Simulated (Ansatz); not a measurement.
Candidates (primitive cells; geometry: cell and atoms relaxed with PBEsol):
A. CaF$_{2}$ (Fm-3m), a = b = c = 3.833 Å, α = β = γ = 60.00°
B. BP (F-43m), a = 3.1963 Å, b = 3.1963 Å, c = 3.1963 Å, α = 60.00°, β = 60.00°, γ = 60.00°
C. LiH (Fm-3m), a = 2.8142 Å, b = 2.8142 Å, c = 2.8142 Å, α = 60.00°, β = 60.00°, γ = 60.00°

Q: Order them by Seebeck coefficient, p-type 1e19 cm⁻³ (lowest first) at the level r2SCAN, rigid bands in Ansatz (a program for electronic structure).

A: B (319 μV/K), C (431 μV/K), A (553 μV/K)

Seebeck coefficients are for the stated density at 300 K, with one relaxation time for all states and whether or not that doping can be reached. Spin-orbit coupling is left out.
